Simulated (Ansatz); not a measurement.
CdS under a change: pressure 50 GPa

Start from CdS in the wurtzite structure (space group P6_3mc, No. 186; a = 4.197 Å, c = 6.830 Å).

Modification: a hydrostatic pressure of 50 GPa.

Method: PBE/PAW in Ansatz (a first-principles code), no spin-orbit coupling, earlier PAW set. Γ-centred 9×9×5 mesh, Fermi–Dirac width 0.05 eV.

The density rises by 2.59 g/cm³ (4.61 g/cm³ → 7.20 g/cm³) and the lattice parameter a drops by 0.904 Å, from 4.197 Å to 3.293 Å. The c/a ratio rises by 0.528 (1.628 → 2.156) and the shortest interatomic distance shrinks by 0.3612 Å (2.566 Å → 2.204 Å). The enthalpy H = E + PV relative to the base's energy is +6.33 eV/atom and the band gap changes from 1.11 eV to zero.

The mesh was chosen for an insulator and is coarse for the gapless case. From pressure 50 GPa on, the axis ratios lie over 15 % from the base's, so the cell there is far from its starting form. Load acts through the strain it causes; cell and atoms are relaxed under it. No phonon test of stability was made. All final runs are without spin polarisation. Measured, CdS leaves this structure (for rock salt) near 2.54 GPa (temperature not stated; as listed in Datta, Sujoy, Jana, Debnarayan, arXiv (2020)), on rising pressure, with hysteresis. The zero or small gap of CdS under pressure 50 GPa can change with the level of theory.
